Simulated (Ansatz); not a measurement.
Functionals compared on OH on the 1x1 (0001) surface of corundum (cut with top plane Al), one in a 1x1 cell, started at the site 'bridge O-O (span 2.6 Å)', in Ansatz (plane waves, PAW). The structure was relaxed with PBE; the other rows are single points on it, each with its references at the same level. Cutoff 420 eV (500 eV for r2SCAN). The points keep PBE's geometry, so the relaxation of a polaron and the settling of charge on one site are left out.

Host crystal: corundum, with a band gap (PBE, scalar-relativistic without spin-orbit coupling).

Model: 22-atom slab, 6.7 Å thick at the start under the adsorbate (thin: gaps and levels are the slab's own), 6x6x1 mesh, Fermi-Dirac 0.01 eV, dipole correction, 9 atoms held, the rest relaxed; no symmetry held; spin-polarised, ending with about 1.0 μB a cell, a value that depends on the mesh; orders that need a larger cell were not tried, no spin-orbit, no U, no dispersion correction. The slab shows no gap over 0.04 eV on its mesh. At the end it is bonded to Al. In PBE it is, or lies within 0.03 eV of, the lowest of the starts that converged. These notes are the PBE run's. r2SCAN: The program's check for a lower electronic state was not made. Adsorption energies are against H2O(g) − ½ H2(g). A negative adsorption energy means that the adsorbate is more stable on the surface than in its reference.

| functional | adsorption energy (eV) | work function of the top face (eV) | rough cost of the single point |
|---|---|---|---|
| PBE | 0.90 | 7.26 | – |
| RPBE | [?] | [?] | around 9 core-minutes (rough) |
| r2SCAN | 0.99 | 7.48 | roughly 16 core-minutes |

Problem. What belongs in the gaps?

Solution. 
- RPBE, adsorption energy (eV): 0.87
- RPBE, work function of the top face (eV): 7.18

Ansatz is a quantum-chemistry and plane-wave program.
